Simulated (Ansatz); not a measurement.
Take CdSe in the zinc blende structure (space group F-43m, No. 216; a = 6.133 Å) as the base. Axes: x, y, z lie along the cube axes.

Structures relaxed with r2SCAN in Ansatz (plane waves to 500 eV, PAW, no spin-orbit coupling), earlier PAW set.

Base:

Simulated powder pattern, Cu Kα1, λ = 1.54056 Å (kinematic, ideal powder, no thermal factors, no anomalous dispersion; the 10 strongest lines at most, above 2 %, up to 2θ = 90°):

```json
[
 {"2θ (°)": "25.13", "I/Imax (%)": "100", "hkl": "(111)"},
 {"2θ (°)": "29.09", "I/Imax (%)": "3.2", "hkl": "(200)"},
 {"2θ (°)": "41.61", "I/Imax (%)": "74", "hkl": "(220)"},
 {"2θ (°)": "49.23", "I/Imax (%)": "46", "hkl": "(311)"},
 {"2θ (°)": "60.31", "I/Imax (%)": "12", "hkl": "(400)"},
 {"2θ (°)": "66.38", "I/Imax (%)": "18", "hkl": "(331)"},
 {"2θ (°)": "75.94", "I/Imax (%)": "24", "hkl": "(422)"},
 {"2θ (°)": "81.47", "I/Imax (%)": "14", "hkl": "(511)"}
]
```

One thing is altered: tensor shear ε_xz = +1.27 % (engineering shear γ = 0.0254); the atoms relax in the strained cell.

After the change:

Simulated powder pattern, Cu Kα1, λ = 1.54056 Å (kinematic, ideal powder, no thermal factors, no anomalous dispersion; the 10 strongest lines at most, above 2 %, up to 2θ = 90°):

```tsv
2θ (°)	I/Imax (%)	hkl
24.91	98	(1 -1 1)
25.35	100	(111)
41.07	25	(2 -2 0)
41.62	98	(202)
42.17	24	(220)
48.88	32	(3 -1 1)
49.11	17	(1 -1 3)
49.61	29	(311)
60.33	16	(400)
75.20	16	(4 -2 2)
```

The indices refer to the base's conventional cell; one index is shown for lines that coincide. The space group is now Imm2 (No. 44).

Stability against distortions was not tested.

Ansatz is a first-principles code.
